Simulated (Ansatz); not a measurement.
P in the black-P type structure (space group Cmce, No. 64; layered, stacked along the Cartesian y axis)

```yaml
crystal:
  lattice:
    - [1.66122, -5.09748, 0.00000]
    - [1.66122, 5.09748, 0.00000]
    - [0.00000, 0.00000, 4.16301]
  atoms:
    - { symbol: P, position: [0.89360, 0.10640, 0.07180] }
    - { symbol: P, position: [0.10640, 0.89360, 0.92820] }
    - { symbol: P, position: [0.39360, 0.60640, 0.42820] }
    - { symbol: P, position: [0.60640, 0.39360, 0.57180] }
```

Level of theory: Ansatz (a program for electronic structure), PBE-D3(BJ), PAW, cutoff 420 eV, scalar-relativistic without spin-orbit coupling. Γ-centred 15×15×11 mesh, Fermi–Dirac width 0.05 eV.

```json
{
  "volume_per_atom": "17.63 Å³",
  "density": "2.92 g/cm³",
  "band_gap": "zero",
  "total_energy": "-756.040 eV/atom (σ→0; compares only within this code and set-up)"
}
```

Whether these cells are dynamically stable was not tested. The zero or small gap of P can change with the level of theory.
